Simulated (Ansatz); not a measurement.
Input:

```
MgS
1.0
    0.00000     2.61845     2.61845
    2.61845     0.00000     2.61845
    2.61845     2.61845     0.00000
S Mg
1 1
Direct
  0.00000   0.00000   0.00000
  0.50000   0.50000   0.50000
```

A single point on MgS with a change (isotropic strain +1.06 %), its geometry relaxed with PBEsol.

Method: PBEsol (Ansatz, an electronic-structure program), with spin-orbit coupling. Γ-centred 11×11×11 mesh, Fermi–Dirac width 0.05 eV.

### Question
What is the computed pressure?

### Answer
-2.31 GPa.

### Question
Estimate the hole mass (degenerate bands, along [100]).

### Answer
0.32, 0.94 mₑ (at Γ).

### Question
What is the computed electron mass?

### Answer
0.52 mₑ along k, 0.29 mₑ across (at X).

### Question
Estimate the band gap.

### Answer
2.63 eV.

Single points use the geometry relaxed with PBEsol. Masses are band curvatures over ±0.01 Å⁻¹ around the edge. Along k means along the line from Γ to the band edge. Whether these cells are dynamically stable was not tested. The cell was made from MgS in the rock salt structure (space group Fm-3m, No. 225) by this change: isotropic strain +1.06 %.
